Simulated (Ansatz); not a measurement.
An Ansatz (a first-principles code) input (DFT with PBE, PAW potentials and a 420 eV plane-wave cutoff in Ansatz, no spin-orbit coupling, earlier PAW set):

Ansatz 0.2 input:
```yaml
crystal:
  lattice:
    - [3.8451422779, 0, 0]
    - [-1.9225711389, 3.3299908938, 0]
    - [0, 0, 6.3057297699]
  atoms:
    - { symbol: Zn, position: [0.6666666667, 0.3333333333, 0.9998522259] }
    - { symbol: Zn, position: [0.3333333333, 0.6666666667, 0.4998522259] }
    - { symbol: S, position: [0.6666666667, 0.3333333333, 0.6253477741] }
    - { symbol: S, position: [0.3333333333, 0.6666666667, 0.1253477741] }
basis: { ecutwfc: 420, ecutrho_ratio: 4, xc_grid: 2, fft_grid_basis: typed }
kpoints: { mp_grid: { grid: [10, 10, 5] } }
hamiltonian:
  xc: pbe
  dispersion: none
  pseudopotentials: { azcp: { folder: ./paw }, kind: paw }
scf: { occupations: { method: fermi_dirac, width: 0.05 }, convergence: { dr2_threshold: 0.0000000004 } }
output: { forces: true, stress: true }
checkpoint: { write: state.ck, write_every: 1000 }
```

Which symmetry and how many k-points will the program report, and about how many plane waves at Γ?

Space group P63mc (ITA 186) with 12 operations, k-points 42 of 500, and 1581 plane waves at Γ.

Whether these cells are dynamically stable was not tested. The cell is ZnS in the wurtzite structure (space group P6_3mc, No. 186).
